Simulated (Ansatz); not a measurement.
Cells marked so need not be the phases stable at ambient conditions, and some may be hypothetical.

 Where the default PAW files enter, the runs use the earlier of Ansatz's two default sets.

The gap is the functional's own, uncorrected, and κ follows it; spin-orbit coupling is left out. Mid-gap values are interpolated between the computed energies.

A. Rb2GeF6 (P-3m1, not sure to be the ambient phase, 9 atoms a cell, 15.5 Å³ an atom), along the normal of (100)
B. RbLaS2 (R-3m, not sure to be the ambient phase, 4 atoms a cell, 30.9 Å³ an atom), along the normal of (001)
C. SiO2 (P3_221, 9 atoms a cell, 12.6 Å³ an atom), along the normal of (111)

### Question
Order them by mid-gap decay constant of the slowest evanescent state (lowest first) at the level Ansatz (a quantum-chemistry and plane-wave program) with r2SCAN.

### Answer
B (0.32 1/Å), C (0.50 1/Å), A (0.54 1/Å)
